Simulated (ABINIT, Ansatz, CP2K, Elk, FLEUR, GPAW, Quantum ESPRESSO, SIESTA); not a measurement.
## Code comparison for NbZn₃ (Pm-3m, 4 atoms in the cell)

Self-consistent single point, at a second geometry (lattice scaled by 0.98). First geometry:

```yaml
crystal:
  lattice:
    - [3.90998, 0.00000, 0.00000]
    - [0.00000, 3.90998, 0.00000]
    - [0.00000, 0.00000, 3.90998]
  atoms:
    - { symbol: Nb, position: [0.00000, 0.00000, 0.00000] }
    - { symbol: Zn, position: [0.50000, 0.00000, 0.50000] }
    - { symbol: Zn, position: [0.00000, 0.50000, 0.50000] }
    - { symbol: Zn, position: [0.50000, 0.50000, 0.00000] }
```

Shared settings, as Ansatz (a program for electronic structure) writes them: kpoints.mp_grid.grid = 7 7 7; scf.occupations.method = fermi_dirac; scf.occupations.width = 0.1 eV. Potentials and cutoffs stand in the table.

| code | model | ΔF from the first geometry (meV/atom) | pressure (GPa) | cutoff |
|---|---|---|---|---|
| Quantum ESPRESSO | PBEsol, PSlibrary PAW (PBE) pseudopotentials | 4.7 | 3.71 | 55 Ry |
| Elk | PBEsol, all-electron FP-LAPW, Elk's shipped species files, LAPW+lo basis | 1.9 | – | rgkmax 8 |
| Ansatz | PBEsol, PAW files made with PBE | 4.8 | 5.40 | default |
| GPAW | PBEsol, GPAW PAW datasets PBEsol (made by gpaw-setup) | 3.3 | 5.22 | 850 eV |
| SIESTA | GGA PBEsol, numerical atomic orbitals DZP, PseudoDojo PBEsol standard norm-conserving potentials (rewritten from UPF to PSML) | -35.6 | -1.11 | grid 350 Ry |
| FLEUR | PBEsol, all-electron FLAPW (FLEUR), scalar-relativistic valence | 6.3 | – | Kmax 4.1 1/bohr |
| ABINIT | PBEsol, PAW (JTH v2.0 PBE PAW, files made for PBE) | 4.5 | 5.26 | 60 Ry |
| CP2K | PBEsol, GPW, DZVP-MOLOPT-SR-GTH basis, GTH-PBE potentials (GTH_POTENTIALS) | 8.6 | 6.29 | grid 600 Ry |

For Quantum ESPRESSO (by 1.7 GPa) the energy change implies a higher mean pressure, against the two pressures, than for the other programs: a sign of finite-basis (Pulay) stress.

A dash marks a value that a program does not give, or that is left out as unsure.

On Ansatz's run: spin polarisation is off.

The spread over the programs that give each value: ΔF from the first geometry within 44.2 meV/atom; pressure within 7.40 GPa.

SIESTA and CP2K use small atom-centred bases, whose incompleteness enters pressures, forces and empty levels differently from a plane-wave cutoff. Elk and FLEUR treat all electrons, but the usual bases taken here (sphere radii, linearisation, local orbitals, empty states) were not tested for convergence, so the values are no reference for the others. Ansatz's pressure is given at a fixed set of plane waves, as the other plane-wave codes print theirs; with its correction for the finite basis it is 5.47 GPa. In the pressure, Quantum ESPRESSO (by 1.53), SIESTA (by 6.35) and CP2K (by 1.05) lie more than 1 GPa from the median of the plane-wave programs.

The starting cell comes from a database of computed structures (which also holds hypothetical and non-ambient phases and stackings), without a prior relaxation at this level. For this run, on top of that: lattice scaled by 0.98.

Keys are those of Ansatz 0.2.
